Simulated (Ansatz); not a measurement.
Output of an Ansatz run (abridged):

```
WARN ansatz: RAYON_NUM_THREADS=1 ignored (pool sized by the plan → 1); use --threads N
Pseudopotentials: kind: paw
Pseudopotential: Zr, paw, valence charge 12
Pseudopotential: Os, paw, valence charge 16
Crystal: 2 atoms, lattice volume = 35.492 Å³
Basis set: ecut = 420 eV, 739 PW (Γ), exchange–correlation on 48×48×48 points (8 copies of the dense FFT grid, shifted against one another)
Bands: 18, of which v1, the nominal top of the filled ones, is band 14 counted from 1 (13 counted from 0)
Symmetry: 8 space group operations
Space group: P4mm (ITA 99), of the structure as read, at distance tolerance 3.3e-5 Å
k-points: 126 of 1000 (time reversal used)
PAW frozen core: Zr, regenerated for the run's functional, and the local potential with it
PAW frozen core: Os, regenerated for the run's functional, and the local potential with it
Initial density: superposition of atomic densities (neutral atoms: chi_scale 0, normalization atom), corrected by the library's trained network
Initial wavefunctions: pseudopotential atomic-orbital guess
Eigensolver: davidson
Functional: x = pbesol(κ = 0.804, μ = 0.12345679012345678), c = pbesol(β = 0.046)
SCF iter   1: F=—  HF=-15380.713426 eV  |F-HF|=—  |Δ(HF+E_count)|=         —  Δρ=2.76e-3  dr2=7.58e-4  ethr=1.77e-3  ⟨swp⟩=3.9  Hψ=9122  notcnv=0
all-band conjugate gradients solve this SCF's bands
preconditioner: auto → none
SCF iter   2: F=—  HF=-15380.714045 eV  |F-HF|=—  |Δ(HF+E_count)|=   6.19e-4  Δρ=1.34e-3  dr2=1.46e-4  ethr=2.71e-6  ⟨swp⟩=2.9  Hψ=4837  notcnv=0
SCF iter   3: F=—  HF=-15380.714086 eV  |F-HF|=—  |Δ(HF+E_count)|=   4.14e-5  Δρ=1.98e-4  dr2=8.32e-6  ethr=5.21e-7  ⟨swp⟩=1.0  Hψ=2301  notcnv=0
SCF iter   4: F=—  HF=-15380.714081 eV  |F-HF|=—  |Δ(HF+E_count)|=   4.88e-6  Δρ=3.42e-5  dr2=6.51e-7  ethr=2.97e-8  ⟨swp⟩=2.1  Hψ=3572  notcnv=0
iter 5 did not close the SCF: its close was put off for the readings that it lacked (scf_convergence_deferred on its scf_iter line)
SCF iter   5: F=-15380.714081 eV  HF=-15380.714081 eV  |F-HF|=3.64e-12  |Δ(HF+E_count)|=   1.93e-7  Δρ=9.02e-6  dr2=1.11e-8  ethr=2.33e-9  ⟨swp⟩=2.2  Hψ=3317  notcnv=0
SCF iter   6: F=-15380.714081 eV  HF=-15380.714081 eV  |F-HF|=1.02e-10  |Δ(HF+E_count)|=   1.37e-9  Δρ=1.82e-6  dr2=5.32e-10  ethr=3.96e-11  ⟨swp⟩=2.2  Hψ=7170  notcnv=0
SCF 1 converged in 6 iterations: F = -15380.714081 eV  dr2 = 5.32e-10
SCF converged after 6 iterations
Free energy (F): -15380.714081 eV
Harris-Foulkes:  -15380.714081 eV  (|F-HF|=1.02e-10)
Internal energy: -15380.713284 eV  (E = F + TS)
E sigma→0 (E₀):  -15380.713683 eV
Entropy (-TS):   -0.000797 eV (-0.398 meV/atom)
Fermi energy:    19.222904 eV
--- Per-component energies (eV) ---
  E_band       = -199.318963
  E_kinetic    = 896.755373
  E_local      = -1576.291737  (includes V_loc(G=0)·N_el)
  E_nonlocal   = 81.539928
  E_hartree    = 583.287407
  E_xc         = -426.093599
  E_vxc        = -474.593848  (∫ρ·V_xc dr)
  E_paw        = -11779.640822  (= ΣΔE_a)
  E_vpaw       = -293.303686  (= ΣTr[D̂ρ^β])
  E_aug_tail   = -0.000060  (compensation charges beyond the density's cutoff)
  E_ewald      = -3160.683428
  E_core_change = 0.413653  (= ΣΔE_core)
  E_smearing   = -0.000797  (= −TS)
  E_closure    = 0.000000  (closes the sum)
  Σ components = -15380.714081   (vs F -15380.714081, Δ=0.00e0)
--- Forces (eV/Å), atoms counted from 1 ---
  atom   1  Zr     0.00000000     0.00000000    -0.34552513
  atom   2  Os    -0.00000000     0.00000000     0.34551696
  max |Σ_I F_I| component: 8.18e-6 eV/Å
--- Stress (GPa, compression-positive) ---
       -7.600826       0.000000       0.000000
        0.000000      -7.600826       0.000000
        0.000000       0.000000      -7.645212
  P = ⅓ Tr σ = -7.6156 GPa (-76.156 kbar)
  The stress holds the Pulay correction. Without it, at fixed plane waves, as pw.x and ABINIT print it: P = -7.6612 GPa
--- Band table (eV; the first three rows and the last of 126) ---
  k-point 0: bands = ["-66.6793", "-29.4335", "-26.0674", "-26.0674", "-26.0664", "-7.3256", "-7.3244", "-7.3244", "11.3277", "14.1736", "14.1853", "17.6795", "17.6936", "17.6936", "21.3006", "21.3358", "24.3039", "24.3039"]
  k-point 1: bands = ["-66.6791", "-29.4319", "-26.0707", "-26.0666", "-26.0666", "-7.3747", "-7.3230", "-7.3230", "11.5417", "14.2730", "14.3524", "17.6677", "17.6677", "17.7452", "21.0637", "21.3901", "23.4988", "23.4988"]
  k-point 2: bands = ["-66.6786", "-29.4276", "-26.0817", "-26.0646", "-26.0646", "-7.5010", "-7.3194", "-7.3194", "12.1515", "14.5631", "14.7969", "17.6134", "17.6134", "17.9295", "20.3554", "21.5577", "22.2455", "22.2455"]
  k-point 125: bands = ["-66.6733", "-29.3227", "-26.1262", "-26.1262", "-26.1253", "-7.7023", "-7.7011", "-7.7011", "16.3852", "16.3852", "16.3898", "17.1459", "17.1530", "17.1530", "19.7891", "19.7902", "22.9732", "24.3857"]
```

The structure:

```
CELL_PARAMETERS angstrom
      3.28632     0.00000     0.00000
      0.00000     3.28632     0.00000
      0.00000     0.00000     3.28632
ATOMIC_POSITIONS crystal
  Zr 0.50000 0.50000 0.51521
  Os 0.00000 0.00000 0.00000
```

Q: Reconstruct the input of this run.

A: Other spellings and defaults could give the same log, and not every line can be read from it. The input that was run (DFT, PBEsol, plane waves, default PAW files made with PBE):

Ansatz 0.2 input:
```yaml
crystal:
  lattice:
    - [3.28631900, 0.00000000, 0.00000000]
    - [0.00000000, 3.28631900, 0.00000000]
    - [0.00000000, 0.00000000, 3.28631900]
  atoms:
    - { symbol: Zr, position_ang: [1.64315950, 1.64315950, 1.69316084] }
    - { symbol: Os, position_ang: [0.00000000, 0.00000000, 0.00000000] }
basis:
  ecutwfc: 420.0
kpoints:
  mp_grid:
    grid: [10, 10, 10]
hamiltonian:
  xc: pbesol
  pseudopotentials:
    kind: paw
scf:
  occupations:
    method: gaussian
    width: 0.1
output:
  forces: true
  eigenvalues: true
  stress: true
```

The starting cell comes from a database of computed structures (which also holds hypothetical and non-ambient phases and stackings), without a prior relaxation at this level. Its lattice was rescaled by up to half a per cent. One atom was moved a little off its site on purpose. Spin-orbit coupling is off. Spin polarisation is off. With a pressure of about -8 GPa the cell is away from its equilibrium volume at this level. Ansatz's pressure includes its estimate of the finite-basis (Pulay) stress.

Ansatz is a program for electronic structure.
